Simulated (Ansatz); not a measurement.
Consider SiC in the wurtzite structure (space group P6_3mc, No. 186; a = 3.076 Å, c = 5.048 Å).

One thing is altered: a hydrostatic pressure of 5 GPa.

Levels (all Ansatz, a first-principles code, PAW): PBEsol (420 eV, spin-orbit coupling left out); r2SCAN (500 eV, without spin-orbit coupling); HSE06 (420 eV, no spin-orbit coupling).

At the geometry relaxed with PBEsol, these levels gave the following band gaps, in shuffled order: (a) 3.13 eV, (b) 2.09 eV, (c) 2.62 eV.

**Question.** Match each gap to its level.

**Answer.** (a) HSE06; (b) PBEsol; (c) r2SCAN.

Single points use the geometry relaxed with PBEsol. HSE06 was sampled on its mesh, a few special points and the semilocal edge points, so its gap is an upper bound. Load acts through the strain it causes; cell and atoms are relaxed under it. Stability against distortions was not tested. Competing high-pressure phases were not computed.
